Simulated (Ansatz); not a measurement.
System: BaSiO3 (P2₁2₁2₁, No. 19; cell taken from a computed entry). Method: r²SCAN+rVV10 in Ansatz (plane waves, PAW).

Settings: plane-wave cutoff 500 eV, 8×8×4 k mesh (along the axes of the cell as run), Fermi–Dirac smearing 0.05 eV, scalar-relativistic PAW data made under PBE.

Cell (relaxed at this level):

```
CELL_PARAMETERS angstrom
      4.57253     0.00000     0.00000
      0.00000     5.59157     0.00000
      0.00000     0.00000    12.34794
ATOMIC_POSITIONS crystal
  Ba 0.72734 0.81189 0.85723
  Ba 0.77266 0.18811 0.35723
  Ba 0.22734 0.68811 0.14277
  Ba 0.27266 0.31189 0.64277
  Si 0.17133 0.29841 0.92612
  Si 0.32867 0.70159 0.42612
  Si 0.67133 0.20159 0.07388
  Si 0.82867 0.79841 0.57388
  O  0.23945 0.57430 0.90236
  O  0.26055 0.42570 0.40236
  O  0.73945 0.92570 0.09764
  O  0.76055 0.07430 0.59764
  O  0.23938 0.10821 0.83278
  O  0.26062 0.89179 0.33278
  O  0.73938 0.39179 0.16722
  O  0.76062 0.60821 0.66722
  O  0.68403 0.71919 0.45533
  O  0.81597 0.28081 0.95533
  O  0.18403 0.78081 0.54467
  O  0.31597 0.21919 0.04467
```

Problem. What does this level give for the band gap?

Solution. 
* **band gap**: 5.36 eV (on the SCF k mesh)

Note: the relaxation could not lower the start's symmetry, so the cell can be a saddle point above a distorted one.

Spin–orbit coupling is not included.

Computed values are for the static lattice.

Ansatz is a program for electronic structure.
